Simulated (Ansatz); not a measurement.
A user runs Ansatz (an electronic-structure program) on CsMnI3 (P6_3/mmc, 10 atoms in the cell) and asks whether the run is sound. The aim is a self-consistent single point with DFT, PBEsol, plane waves, default PAW files made with PBE.

This input was run:

Ansatz 0.2 input:
```yaml
crystal:
  lattice:
    - [8.278310, 0.000000, 0.000000]
    - [-4.139155, 7.169227, 0.000000]
    - [0.000000, 0.000000, 6.993580]
  atoms:
    - { symbol: Cs, position: [0.333333, 0.666667, 0.750000] }
    - { symbol: Cs, position: [0.666667, 0.333333, 0.250000] }
    - { symbol: Mn, position: [0.000000, 0.000000, 0.000000], spin: 4.0 }
    - { symbol: Mn, position: [0.000000, 0.000000, 0.500000], spin: 4.0 }
    - { symbol: I, position: [0.162720, 0.325440, 0.250000] }
    - { symbol: I, position: [0.837280, 0.674560, 0.750000] }
    - { symbol: I, position: [0.837280, 0.162720, 0.750000] }
    - { symbol: I, position: [0.162720, 0.837280, 0.250000] }
    - { symbol: I, position: [0.674560, 0.837280, 0.250000] }
    - { symbol: I, position: [0.325440, 0.162720, 0.750000] }
basis:
  ecutwfc: 170.0 eV
kpoints:
  mp_grid: { grid: [3, 3, 3] }
hamiltonian:
  xc: pbesol
  pseudopotentials: { kind: paw }
magnetization:
  spin_polarized: true
scf:
  occupations: { method: fermi_dirac, width: 0.1 eV }
output:
  forces: true
  eigenvalues: true
  stress: true
```

Output, abridged:

```
   [... lines left out ...]
Symmetry: 24 space group operations
Space group: P63/mmc (ITA 194), of the structure as read, at distance tolerance 7.5e-5 Å
Magnetic group: BNS 194.263 (UNI 1493), of the structure as read, at distance tolerance 7.5e-5 Å
k-points: 6 of 27
PAW frozen core: Cs, regenerated for the run's functional, and the local potential with it
PAW frozen core: Mn, regenerated for the run's functional, and the local potential with it
PAW frozen core: I, regenerated for the run's functional, and the local potential with it
Initial density: superposition of atomic densities (chi_scale 0.1, normalization cell, long waves kept (reshape's long-wave potential 0.00 eV rms))
Starting moments: Σ|m| = 8 μB on 2 of 10 sites
Initial wavefunctions: pseudopotential atomic-orbital guess
Eigensolver: davidson
Functional: x = pbesol(κ = 0.804, μ = 0.12345679012345678), c = pbesol(β = 0.046)
SCF iter   1: F=—  HF=-63292.940117 eV  |F-HF|=—  |Δ(HF+E_count)|=         —  Δρ=5.46e-2 (↑5.46e-2 ↓5.24e-2)  dr2=3.89e1  dr2_m=6.93e-1  M=9.968 μB ∫|m|=9.970 μB  β_m=0.30  ethr=3.10e-3  ⟨swp⟩=7.0  Hψ=4481  notcnv=0  defer=31
Mixer restart at iter 1: flushing history
all-band conjugate gradients solve this SCF's bands
preconditioner: auto → Resta (q_TF=auto, 2.303 Å⁻¹)
   [... lines left out ...]
SCF iter  10: F=—  HF=-63264.544718 eV  |F-HF|=—  |Δ(HF+E_count)|=   1.97e-7  Δρ=1.13e-6 (↑8.25e-7 ↓1.13e-6)  dr2=2.75e-8  dr2_m=8.50e-10  M=9.998 μB ∫|m|=10.010 μB  β_m=1.00  ethr=1.85e-10  ⟨swp⟩=2.0  Hψ=1588  notcnv=0  defer=100
SCF iter  11: F=-63264.544718 eV  HF=-63264.544718 eV  |F-HF|=1.25e-9  |Δ(HF+E_count)|=   2.75e-8  Δρ=3.48e-7 (↑1.94e-7 ↓3.48e-7)  dr2=2.01e-9  dr2_m=1.05e-10  M=9.998 μB ∫|m|=10.010 μB  ethr=1.83e-11  ⟨swp⟩=10.6  Hψ=4767  notcnv=0
SCF 1 converged in 11 iterations: F = -63264.544718 eV  dr2 = 2.01e-9
WARN: an SCF from antiferromagnetic starting moments (0.00, 0.00, -4.82, 4.82, 0.00, 0.00, 0.00, 0.00, 0.00, 0.00 Bohr magnetons, atom by atom) was not made, …
   [... lines left out ...]
Absolute magnetization: 10.0106 μB (∫|ρ↑−ρ↓|, with the PAW one-centre terms)
Free energy (F): -63264.544718 eV
Fermi energy:    5.104992 eV
   [... lines left out ...]
  atom  10  I     -0.36668417    -0.21170520     0.00000000
--- Stress (GPa, compression-positive) ---
        0.232286       0.000000       0.000000
        0.000000       0.232286       0.000000
        0.000000       0.000000       3.493041
  P = ⅓ Tr σ = 1.3192 GPa (13.192 kbar)
  The stress holds the Pulay correction. Without it, at fixed plane waves, as pw.x and ABINIT print it: P = -449.5390 GPa
```

Problem. Can these results be used? Check the input.

Solution. The run is not sound. The fault is a basis or grid far too coarse for these potentials. Far below the cutoff that the potentials were made for, the basis cannot represent the orbitals near the nuclei, and energies, forces and above all the stress go wrong. To fix it, restore the cutoff that the potentials need and check convergence. The run converged in 11 iterations without an error; against the sound input the free energy goes up by 24.7 eV/atom, the pressure goes from -1.27 to 1.32 GPa, the largest force goes from 0.244 to 0.423 eV/Å and the size of the net moment stays at 1.00 μB/atom. At a fixed set of plane waves, without the program's Pulay estimate, the pressure is -449.54 GPa against -1.29 GPa.

The sound input it was made from differs as follows (other fixes are possible):
```diff
-basis:
-  ecutwfc: 170.0 eV
```

With that input, the run converged in 14 iterations: free energy E − TS (on the zero of these files) -63511.2181 eV; pressure -1.27 GPa; largest force (vector length) 0.244 eV/Å; size of the cell's spin moment 9.99 μB (DFT, PBEsol, plane waves, default PAW files made with PBE).

On the sound input: the starting cell comes from a database of computed structures (which also holds hypothetical and non-ambient phases and stackings), without a prior relaxation at this level. The magnetic order is the one reached from the typed start; others were not searched systematically. The program warned that, by what it read of turns of the moments, another magnetic order lies lower. Ansatz's pressure includes its estimate of the finite-basis (Pulay) stress.
